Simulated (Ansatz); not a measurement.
The parent structure is BeBr2 (space group Fm-3m, No. 225; a = 6.393 Å; a hypothetical phase, not in the database extracts checked).

The values are results of Kohn–Sham DFT with the PBEsol functional, run in Ansatz (an electronic-structure program) with PAW and 420 eV plane waves, without spin-orbit coupling, not measurements.

One change was made to it. Results:

The volume per atom shrinks by 4.17 Å³, from 21.77 Å³ to 17.60 Å³; the band gap goes from 0.30 eV to zero.

Task: Which change produced these results?
A) pressure 9 GPa
B) pressure 18 GPa
C) pressure 4.2 GPa

Result: B, pressure 18 GPa. For comparison, the band gap in the other runs: pressure 4.2 GPa gives 0.45 eV; pressure 9 GPa gives 0.29 eV.

The mesh was chosen for an insulator and is coarse for the gapless case. Load acts through the strain it causes; cell and atoms are relaxed under it. Whether these cells are dynamically stable was not tested. No other phases were tried under pressure. The final runs are not spin-polarised. The zero or small gap of BeBr2 can change with the level of theory.
